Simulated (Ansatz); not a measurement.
Computed with PBE (plane waves to 420 eV, PAW; Ansatz, an electronic-structure program).

Planar average of the electrostatic potential across the slab, in eV from the Fermi level, for Li on the 1x1 (0001) surface of hcp Ru, one in a 2x2 cell, started at the site 'bridge Ru-Ru (span 2.7 Å)':

```json
[
 {"z (Å)": "5.10", "V (eV)": "5.02"},
 {"z (Å)": "5.38", "V (eV)": "5.02"},
 {"z (Å)": "5.67", "V (eV)": "5.02"},
 {"z (Å)": "5.95", "V (eV)": "5.01"},
 {"z (Å)": "6.23", "V (eV)": "5.01"},
 {"z (Å)": "6.52", "V (eV)": "4.99"},
 {"z (Å)": "6.80", "V (eV)": "4.96"},
 {"z (Å)": "7.08", "V (eV)": "4.91"},
 {"z (Å)": "7.37", "V (eV)": "4.79"},
 {"z (Å)": "7.65", "V (eV)": "4.56"},
 {"z (Å)": "7.93", "V (eV)": "4.07"},
 {"z (Å)": "8.22", "V (eV)": "3.10"},
 {"z (Å)": "8.50", "V (eV)": "1.09"},
 {"z (Å)": "8.78", "V (eV)": "-3.64"},
 {"z (Å)": "9.07", "V (eV)": "-13.82"},
 {"z (Å)": "9.35", "V (eV)": "-24.28"},
 {"z (Å)": "9.63", "V (eV)": "-27.89"},
 {"z (Å)": "9.92", "V (eV)": "-22.08"},
 {"z (Å)": "10.20", "V (eV)": "-11.16"},
 {"z (Å)": "10.48", "V (eV)": "-3.35"},
 {"z (Å)": "10.77", "V (eV)": "-3.26"},
 {"z (Å)": "11.05", "V (eV)": "-10.86"},
 {"z (Å)": "11.33", "V (eV)": "-21.94"},
 {"z (Å)": "11.62", "V (eV)": "-28.19"},
 {"z (Å)": "11.90", "V (eV)": "-25.22"},
 {"z (Å)": "12.18", "V (eV)": "-15.07"},
 {"z (Å)": "12.47", "V (eV)": "-5.03"},
 {"z (Å)": "12.75", "V (eV)": "-1.83"},
 {"z (Å)": "13.03", "V (eV)": "-5.22"},
 {"z (Å)": "13.32", "V (eV)": "-15.37"},
 {"z (Å)": "13.60", "V (eV)": "-25.41"},
 {"z (Å)": "13.88", "V (eV)": "-28.11"},
 {"z (Å)": "14.17", "V (eV)": "-21.59"},
 {"z (Å)": "14.45", "V (eV)": "-10.47"},
 {"z (Å)": "14.73", "V (eV)": "-3.04"},
 {"z (Å)": "15.02", "V (eV)": "-3.16"},
 {"z (Å)": "15.30", "V (eV)": "-10.89"},
 {"z (Å)": "15.58", "V (eV)": "-21.87"},
 {"z (Å)": "15.87", "V (eV)": "-27.83"},
 {"z (Å)": "16.15", "V (eV)": "-24.43"},
 {"z (Å)": "16.43", "V (eV)": "-14.02"},
 {"z (Å)": "16.72", "V (eV)": "-3.75"},
 {"z (Å)": "17.00", "V (eV)": "0.89"},
 {"z (Å)": "17.28", "V (eV)": "2.41"},
 {"z (Å)": "17.57", "V (eV)": "2.33"},
 {"z (Å)": "17.85", "V (eV)": "1.58"},
 {"z (Å)": "18.13", "V (eV)": "1.13"},
 {"z (Å)": "18.42", "V (eV)": "1.37"},
 {"z (Å)": "18.70", "V (eV)": "1.88"},
 {"z (Å)": "18.98", "V (eV)": "2.11"},
 {"z (Å)": "19.27", "V (eV)": "2.23"},
 {"z (Å)": "19.55", "V (eV)": "2.30"},
 {"z (Å)": "19.83", "V (eV)": "2.34"},
 {"z (Å)": "20.12", "V (eV)": "2.36"},
 {"z (Å)": "20.40", "V (eV)": "2.38"},
 {"z (Å)": "20.68", "V (eV)": "2.39"},
 {"z (Å)": "20.97", "V (eV)": "2.40"},
 {"z (Å)": "21.25", "V (eV)": "2.40"},
 {"z (Å)": "21.53", "V (eV)": "2.40"},
 {"z (Å)": "21.82", "V (eV)": "2.40"},
 {"z (Å)": "22.10", "V (eV)": "2.40"},
 {"z (Å)": "22.38", "V (eV)": "2.40"}
]
```

Model: 17-atom slab, 6.3 Å thick at the start under the adsorbate (thin: gaps and levels are the slab's own), 6x6x1 mesh, Fermi-Dirac 0.1 eV, dipole correction, 8 atoms held, the rest relaxed; start symmetry kept, larger cells not searched; no spin, no spin-orbit, no U, no dispersion correction. At the end it is bonded to 3 Ru. In PBE it is, or lies within 0.03 eV of, the lowest of the starts that converged.

Q: The surface cell has an area of 25.66 Å². What dipole along the normal does the step between the two vacuum levels imply?

A: the top vacuum level lies 2.62 eV below the bottom one; p = −ε₀ A ΔV (ε₀ = 0.005526 e/(V·Å)) gives 0.37 e·Å a cell.
